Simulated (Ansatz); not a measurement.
Consider In-vacancy pair (In on one host Al site, one Al site vacant) in wurtzite AlN, charge state -3. The step: one Al atom jumps into the vacancy from a nearby Al site (In-vacancy distance between ideal sites 3.09 → 4.40 Å); the atom moves 3.04 Å along (-0.98, -0.97, 0.02) of the unit cell; the moving atom starts with neighbours N at 1.80, N at 1.91, N at 1.92, N at 1.94 Å and ends with N at 1.80, N at 1.90, N at 1.91, N at 1.93 Å. DFT values are from Ansatz (plane-wave PAW, 420 eV unless said) in a cell of 72 host sites, spin-restricted, static, with no finite-size correction. The charge state is imposed; whether it is stable for some Fermi level was not computed. Forms of the defect that were not tried may lie lower. For the PBE band: the saddle point's order was not checked.

```tsv
Level	Forward barrier (eV)	Cost of the band or of the saddle's single point
CHGNet universal potential (has no charge state), its own band	1.57	-
PBE, the Γ point alone, band relaxed	2.36	around 5 core-minutes (rough)
PBE, a 2×2×2 k-point mesh shifted by half a step along c, same geometries	2.17	about 100 core-seconds (a rough figure)
r2SCAN at 500 eV, the Γ point alone, same geometries	…	around 60 core-seconds (rough)
```

### Question
What belongs in the gaps?

### Answer

- r2SCAN at 500 eV, the Γ point alone, same geometries, Forward barrier (eV): 2.58

Ansatz is a first-principles code.
